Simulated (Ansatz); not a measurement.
Ansatz (an electronic-structure program), DFT, PBE, plane waves, its default PAW files: fcc Cu, atoms displaced (Cu108), 108 atoms. Basis and mesh were picked for this test and aren't claimed converged.

```json
{
  "cell": "10.85, 10.85, 10.85 Å; 90, 90, 90°",
  "distance_to_the_nearest_atom": "2.43 to 2.53 Å",
  "task": "single point",
  "k mesh": "2×2×2",
  "hamiltonian.xc": "pbe",
  "kind_of_files": "paw",
  "scf.occupations.method": "fermi_dirac",
  "scf.occupations.width": "0.1 eV",
  "output.forces": "true",
  "accuracy": "medium (default)",
  "basis.precision": "auto (default)",
  "basis.xc_grid": "2 (default)",
  "scf.eigensolver.kind": "auto (default)",
  "scf.mixing.algorithm": "auto (default)",
  "scf.mixing.preconditioner": "auto (default)",
  "scf.convergence.dr2_threshold": "1e-06 (default)",
  "scf.lower_state_search": "light (default)",
  "k-points after symmetry": "8",
  "bands_at_the_start": "1134",
  "electrons": "2052",
  "plane waves at Γ": "24885",
  "cutoff (eV)": "420",
  "FFT grid": "75×75×75",
  "symmetry_operations": "1"
}
```

Machine: one whole node with four NVIDIA GB200 cards and two Grace (Neoverse V2) sockets of 72 cores, of which 136 in all may be used; each card has its host threads on the socket beside it.

Times are medians of repeated runs, from launch to exit, start-up of the cards included. No other job ran on the node; its own services took about 4 cores, and under one core (or 1.5 %) of those that a run was pinned to. Unless noted, each process is bound to its own block of adjacent cores. The times hold for this build (release build for Arm (Neoverse V2), with CUDA, one process with threads). Scratch files lie in a memory file system.

Many jobs like this one are to be run. Ways to fill the node:
- 4 copies of 1 card, 32 host threads
- 4 cards, 128 host threads
- 4 copies of 34 CPU threads, no card
- 2 copies of 2 cards, 64 host threads

Q: How should the node be filled for throughput?

A: 4 copies of 1 card, 32 host threads: 2600 jobs an hour. At the low end 4 copies of 34 CPU threads, no card gives 240. Alone on the node a one-card run takes 2.9 s, beside three others 5.6 s.

```
way                                   time till all copies end  jobs an hour
------------------------------------  ------------------------  ------------
4 copies of 1 card, 32 host threads                      5.6 s          2600
2 copies of 2 cards, 64 host threads                     4.6 s          1600
4 cards, 128 host threads                                4.8 s           750
4 copies of 34 CPU threads, no card                       61 s           240
```

Keys are those of Ansatz 0.2.
